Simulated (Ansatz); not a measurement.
Start from MoSe₂ in the 2H-MoS2 type structure (space group P6_3/mmc, No. 194; a = 3.2277 Å, c = 12.3457 Å; layered, stacked along the Cartesian z axis).

Calculations: PBEsol-D3(BJ)/PAW in Ansatz (an electronic-structure program), no spin-orbit coupling, earlier PAW set.

For the base:

The hole mass is 2.1 mₑ along c, 0.63 mₑ across (at Γ) and the band gap is 0.54 eV.

The change: an isotropic linear strain of +3.28 %; the atoms relax in the strained cell.

**Question.** Estimate the effect on the largest internal atomic displacement.

**Answer.** The largest internal atomic displacement amounts to 0.084 Å.

**Question.** What happens to the hole mass?

**Answer.** The hole mass becomes 1.8 mₑ along c, 0.64 mₑ across (at Γ) (base: 2.1 mₑ along c, 0.63 mₑ across (at Γ)).

**Question.** How does this affect the band gap?

**Answer.** The band gap rises by 0.18 eV, from 0.54 eV to 0.72 eV.

Masses are band curvatures over ±0.01 Å⁻¹ around the edge. Whether these cells are dynamically stable was not tested.
